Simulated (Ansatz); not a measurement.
**Fermi-surface data of NiAl (Pm-3m)**

Input:

```yaml
crystal:
  lattice:
    - [2.83586, 0.00000, 0.00000]
    - [0.00000, 2.83586, 0.00000]
    - [0.00000, 0.00000, 2.83586]
  atoms:
    - { symbol: Al, position: [0.50000, 0.50000, 0.50000] }
    - { symbol: Ni, position: [0.00000, 0.00000, 0.00000] }
```

Computed with PBEsol, rigid bands (plane waves, PAW, scalar-relativistic; Ansatz, a quantum-chemistry and plane-wave program). Condition of this run: hydrostatic pressure 5 GPa (the target of the relaxation). How the cell was made: cell and atoms relaxed with PBEsol, then loaded as said.

```
Property                                                           Value
------------------------------------  ----------------------------------
density of states at the Fermi level  0.789 states/(eV·cell), both spins
bare Sommerfeld coefficient                    0.93 mJ/(mol of atoms·K²)
Drude plasma energy                                               7.3 eV
root-mean-square Fermi velocity                                7.7e5 m/s
resistivity times τ                                     9.1 ×10⁻²² Ω·m·s
```

A metal at this level (no band gap); rigid bands, thermally averaged at 300 K, both spins. Spin-orbit coupling is left out. τ is one relaxation time for all states.

Treated as nonmagnetic (a ferromagnetic start lost its moment, other orders weren't tried): NiAl (Pm-3m).
